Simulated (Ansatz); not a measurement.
**By hand: energy of configuration A over configuration B**

Consider the energy of configuration A over configuration B. The value is E(A) − E(B).

A: a slab of Al (fcc, Fm-3m) cut along (111), 40 atoms, hexagonal cell of 8.57 Å (63.6 Å²), symmetry P3, 10.7 Å thick under 16 Å of vacuum, in-plane vectors held at the crystal's; planes from bottom to top: Al9 × 4 | Sn | H3, its two faces unlike (dipole correction applied); added, foreign or displaced atoms, above the top plane: SnH3 bound through Sn to 1 Al at 2.74 Å; spin state with PBE: run without spin.

B: a slab of Al (fcc, Fm-3m) cut along (111), 40 atoms, hexagonal cell of 8.57 Å (63.6 Å²), symmetry P3, 10.4 Å thick under 16 Å of vacuum, in-plane vectors held at the crystal's; planes from bottom to top: Al9 × 4 | Sn | H3, its two faces unlike (dipole correction applied); added, foreign or displaced atoms, above the top plane: SnH3 bound through Sn to 3 Al at 3.12 Å; spin state with PBE: run without spin.

Setting: static, neutral cells in Ansatz (PAW) whose structures rest at the PBE level. Ansatz (a quantum-chemistry and plane-wave program) runs with its default PAW set. Other levels take these structures. The lattices are those relaxed with PBE, so at other levels the solids can be strained. Larger cells are relaxed from a start prepared with the learned potential CHGNet, on a coarser mesh till forces fall under 0.03 eV/Å, which some starts already meet. A dispersion term (D3(BJ), or D4 for r2SCAN) was computed beside these levels and is taken off wherever the name lacks it. Spin-orbit coupling is left out. Cell A has symmetry P3 and got no random move, so less symmetric positions, which may lie lower, weren't tried. Cell B has symmetry P3 and got no random move, so less symmetric positions, which may lie lower, weren't tried.

Total energies of the cells in eV, at zero smearing width. They compare only within one column; the weights balance every element.

| cell | atoms | weight | r2SCAN |
|---|---|---|---|
| A: Al(111) slab with SnH3 | 40 | +1 | -25532.56755 |
| B: Al(111) slab with SnH3 | 40 | −1 | -25532.34107 |

r2SCAN: (-25532.56755) − (-25532.34107) = -0.226 eV.

What follows from the r2SCAN value: With equal degeneracies and no entropy terms, the ratio of A to B in equilibrium is exp(−ΔE/k_BT) with ΔE = -0.226 eV: 6.3×10^3 at 300 K and 14 at 1000 K.
